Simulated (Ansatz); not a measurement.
For Ni3Ge (Pm-3m, No. 221, 4 atoms in the cell; start mp-21008), LDA (Ansatz, a program for electronic structure, PAW) gives:

lattice constant a: 3.489 Å
bulk modulus B0: 238 GPa
cohesive energy: 6.06 eV/atom

**Question.** What does r²SCAN in Ansatz (PAW) give for the same quantities?

**Answer.** 
- lattice constant a: 3.534 Å (goes up by 1.3 %)
- bulk modulus: 216 GPa (shrinks by 9.2 %)
- cohesive energy: 4.69 eV/atom (drops by 1.37 eV/atom)

Changes are worked out from the printed values.

Unless a cell is named, each level is at its own relaxed cell (LDA 10.62, r²SCAN 11.03 Å³/atom).

The crystal itself was run without spin with LDA, r²SCAN; a magnetic state was not tried in these runs.

Caveats: the bulk modulus is −V dP/dV from two relaxed cells at ±2 % in volume (LDA, r²SCAN); the relaxation could not lower the start's symmetry, so the cell can be a saddle point above a distorted one (LDA, r²SCAN). Ansatz's density-functional and Hartree–Fock values are scalar-relativistic unless marked +SOC, with PAW data made under PBE.

A start named mp-… is a Materials Project structure, which need not be a measured phase.
